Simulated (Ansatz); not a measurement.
# What 1 layer does to PbO

The parent structure is PbO (space group P4/nmm, No. 129; a = 4.034 Å, c = 4.995 Å; layered, stacked along the Cartesian z axis).

One thing is altered: a free-standing slab of 1 layer (4 atoms, 4 a layer) is cut normal to the stacking axis, with 15 Å of vacuum and the in-plane cell relaxed.

All numbers come from PBE-D3(BJ) (Ansatz, a program for electronic structure; PAW; 420 eV plane waves; no spin-orbit coupling). Settings: 8×8×1 k-points, 0.05 eV Fermi–Dirac smearing, for the changed cell.

| quantity | base | changed | shift |
|---|---|---|---|
| layer's space group (with vacuum) | – | P4/nmm (No. 129) | – |
| shortest interatomic distance | 2.341 Å | 2.341 Å | +0.0009 Å |
| band gap (an upper bound: an edge found on the path is not a true extremum; the base alone) | 1.27 eV | 2.59 eV | +1.32 eV |
| excess energy per area of both faces (slab less bulk energy over the cell's area: twice a surface energy) | – | 0.39 J/m² | – |
| thickness between the outermost nuclei | – | 2.41 Å | – |

Final structure:

```yaml
crystal:
  lattice:
    - [4.01360, 0.00000, 0.00000]
    - [0.00000, 4.01360, 0.00000]
    - [0.00000, 0.00000, 17.37435]
  atoms:
    - { symbol: Pb, position: [0.00000, 0.50000, 0.43057] }
    - { symbol: O, position: [0.50000, 0.50000, 0.50000] }
    - { symbol: O, position: [0.00000, 0.00000, 0.50000] }
    - { symbol: Pb, position: [0.50000, 0.00000, 0.56943] }
```

The excess energy carries the mismatch between the slab's and the bulk's meshes. Spin-orbit coupling, missing from the scalar runs, can matter with Pb. Stability against distortions was not tested. The D3 term's C6 switches between coordination references near this geometry, which can add small steps to energies.
